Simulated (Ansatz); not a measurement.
Start from NbAgO3 in the cubic perovskite structure (space group Pm-3m, No. 221; a = 3.9499 Å; a cell from a computed database, its experimental status unchecked).

Modification: a hydrostatic pressure of 5 GPa.

Levels (all Ansatz, a quantum-chemistry and plane-wave program, PAW): PBEsol (420 eV, no spin-orbit coupling); PBEsol+SOC (420 eV, noncollinear with spin-orbit coupling).

The geometry is relaxed with PBEsol.

* **PBEsol pressure**: 5.00 GPa
* **PBEsol lowest conduction level above the VBM at special points**: X 1.43 eV; Γ 1.62 eV; R 3.36 eV; M 4.22 eV
* **PBEsol gap character**: indirect, M → X

Question: What does PBEsol+SOC give at this geometry for the pressure, lowest conduction level above the VBM at special points and gap character?

Answer: The pressure stays essentially unchanged (5.00 GPa against 4.98 GPa); the lowest conduction level above the VBM at special points changes from X 1.43 eV; Γ 1.62 eV; R 3.36 eV; M 4.22 eV to X 1.41 eV; Γ 1.56 eV; R 3.34 eV; M 4.17 eV; the gap character stays indirect, M → X.

Single points use the geometry relaxed with PBEsol. The spin-orbit shifts are approximate. Load acts through the strain it causes; cell and atoms are relaxed under it. Stability against distortions was not tested. No other phases were tried under pressure. Many cubic perovskites are stable only at high temperature; tilts and polar distortions were not tested.
